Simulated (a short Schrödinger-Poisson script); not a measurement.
**Gated Al0.4Ga0.6N/GaN polarisation-induced gas**

Stack: gated Al0.4Ga0.6N/GaN polarisation-induced gas, at 300 K.

```
layer     material  thickness (nm)  Na (cm⁻³)
-----  -----------  --------------  ---------
1      Al0.4Ga0.6N              10          -
2              GaN            6000       7e14
```

The device is made up for the run: typed textbook-type constants, with dimensions and the other settings drawn at random. Al0.4Ga0.6N: permittivity 9.26, conduction-band edge (eV) 0.58, gap (eV) 4.258, electron mass (mₑ) 0.248, Nv at 300 K (cm⁻³) 4.6e19. GaN: permittivity 9.5, conduction-band edge (eV) 0, gap (eV) 3.43, Nv at 300 K (cm⁻³) 4.6e19.

Channel valleys (confinement mass, in-plane density-of-states mass, number): Γ 0.2, 0.2, 1. At the gate the conduction-band edge of layer 1 lies 1.36 eV − eVg above the Fermi level of the channel; the field vanishes at the back. Sheet of polarisation charge: +2e13 e/cm² at 10 nm from the gate. The barrier under the gate holds no holes. Gaps are held at their typed values at every temperature. Mesh 0.08 nm at interfaces.

From a short Schrödinger-Poisson script (our own, NumPy): 1D Poisson equation in equilibrium, electrons quantum, Hartree (BenDaniel-Duke, 40 states a valley, the channel's in-plane mass for all, wave functions free to enter the barrier), parabolic valleys, classical holes, full ionisation, no traps, pinning or gate leakage.

```tsv
Vg (V)	electrons (cm⁻²)	in the channel layer	C (μF/cm²)	Γ E0 (meV)	Γ E1 (meV)
0.5	1.59e13	1.47e13	0.756	-164.1	-5.0
0	1.36e13	1.28e13	0.747	-140.7	3.0
-0.5	1.13e13	1.07e13	0.739	-116.9	11.0
-1	8.98e12	8.65e12	0.730	-92.6	19.3
-1.5	6.72e12	6.54e12	0.718	-67.6	28.0
-2	4.50e12	4.43e12	0.699	-40.8	37.8
-2.5	2.37e12	2.35e12	0.662	-8.9	50.5
-3	4.70e11	4.69e11	0.508	49.2	82.6
```

Gate voltages with under 1e6 electrons/cm² are left out.

Subbands count from the Fermi level.
